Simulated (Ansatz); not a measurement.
The reference is KI in the rock salt structure (space group Fm-3m, No. 225; a = 7.006 Å). Axes: x, y, z lie along the cube axes.

Calculations: Ansatz (a quantum-chemistry and plane-wave program) PBEsol, spin-orbit coupling left out.

Base values:

- Electron mass: 0.32 mₑ (at Γ)

One thing is altered: biaxial strain +1.67 %, plane normal [111], relaxed out of plane (Cartesian); in-plane vectors clamped, the third vector and the atoms free.

What happens to the energy relative to the base?

The energy rises by 1.1 meV/atom.

What does the calculation give for the hole mass after the change?

The hole mass comes out as 0.46 mₑ out of plane, 2.1 mₑ in plane (at Γ).

Predict the new electron mass.

The electron mass is still 0.32 mₑ (at Γ).

What does the calculation give for the ratio −ε⊥/ε∥ after the change?

The ratio −ε⊥/ε∥ amounts to 1.17.

Spin-orbit coupling, missing from the scalar runs, can matter with I. The levels and masses belong to the bands next to the band gap. Masses are band curvatures over ±0.01 Å⁻¹ around the edge. Whether these cells are dynamically stable was not tested.
